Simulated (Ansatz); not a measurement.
## GaMo4S8: pressure series

Take GaMo4S8 (space group F-43m, No. 216; a = 9.665 Å) as the base.

Cell and atoms are relaxed at each pressure.

Method: PBEsol/PAW in Ansatz (a quantum-chemistry and plane-wave program), no SOC.

Notes on the quantities. enthalpy: H = E + PV relative to the base's energy.

| variant | lattice parameter a | enthalpy |
|---|---|---|
| base | 9.665 Å | – |
| pressure −2 GPa | 9.731 Å | -0.22 eV/atom |
| pressure −1 GPa | 9.697 Å | -0.11 eV/atom |
| pressure 0.3 GPa | 9.656 Å | +0.03 eV/atom |
| pressure 0.7 GPa | 9.644 Å | +0.08 eV/atom |
| pressure 1.5 GPa | 9.620 Å | +0.16 eV/atom |
| pressure 3 GPa | 9.578 Å | +0.32 eV/atom |
| pressure 5 GPa | 9.527 Å | +0.53 eV/atom |
| pressure 7.5 GPa | 9.468 Å | +0.79 eV/atom |
| pressure 10 GPa | 9.414 Å | +1.04 eV/atom |

Load acts through the strain it causes; cell and atoms are relaxed under it. Stability against distortions was not tested. Competing high-pressure phases were not computed. The base started in R3m and relaxed to F-43m at this level. The final runs are not spin-polarised. An odd electron count without spin: GaMo4S8.
